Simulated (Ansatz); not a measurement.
## Sr₂BeN₂ (model structure, started from the Ca2ZnN2 type, I4/mmm, No. 139, 5 atoms in the cell)

Calculation: HSE06 (Ansatz, a first-principles code, plane waves, PAW).

Numerical settings: plane-wave cutoff 460 eV, 8×8×8 k mesh, Fermi–Dirac smearing 0.01 eV, scalar-relativistic PAW data made under PBE.

Cell (relaxed with PBEsol):

```cif
data_Be2N4Sr4
_chemical_formula_sum 'Sr4 Be2 N4'
_space_group_name_H-M_alt 'I4/mmm'
_space_group_IT_number 139
_space_group_name_Hall '-I 4 2'
_cell_length_a 3.77899
_cell_length_b 3.77899
_cell_length_c 11.77526
_cell_angle_alpha 90.000
_cell_angle_beta 90.000
_cell_angle_gamma 90.000
loop_
_atom_site_label
_atom_site_type_symbol
_atom_site_symmetry_multiplicity
_atom_site_Wyckoff_symbol
_atom_site_fract_x
_atom_site_fract_y
_atom_site_fract_z
_atom_site_occupancy
Sr1 Sr 4 e 0.00000 0.00000 0.34818 1
Be1 Be 2 a 0.00000 0.00000 0.00000 1
N1 N 4 e 0.00000 0.00000 0.13117 1
```
(The calculation used a cell of 5 atoms; values per cell refer to that cell.)

band gap: 1.87 eV (on the SCF k mesh)

Note: the relaxation could raise the start's symmetry but not lower it, so the cell can be a saddle point; cell and atoms aren't relaxed at this level (largest force component 0.40 eV/Å, pressure 1.1 GPa).

Spin–orbit coupling is not included.

The computed numbers hold no vibrational or temperature effects.

A model structure was made by putting elements into a prototype or built by hand; it is no filed structure, need not be a known phase, and can be a saddle point held by its symmetry.
